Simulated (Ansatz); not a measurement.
Ag2S (within 0.1 Å of Cmcm, No. 63, 6 atoms in the cell; start mp-556225; a measured phase of this formula has another space group): smallest direct gap on the k points sampled by level of theory

No measured value is used here.

```tsv
level (code)	value (eV)
dielectric-dependent PBEsol hybrid (Ansatz)	?
HSE06 (Ansatz)	2.13
PBE0 (Ansatz)	2.81
```

Problem. Some entries are withheld; supply them.

Solution. 
- dielectric-dependent PBEsol hybrid (Ansatz, a program for electronic structure), value (eV): 1.59

Computed values are for a static lattice. Spin–orbit coupling is included only where a level's name says +SOC; with heavier elements it mostly lowers gaps and can invert bands.  Values are at the PBEsol cell. Ansatz's density-functional and Hartree–Fock values are scalar-relativistic unless marked +SOC, with PAW data made under PBE.

A start named mp-… is a Materials Project structure, which need not be a measured phase.
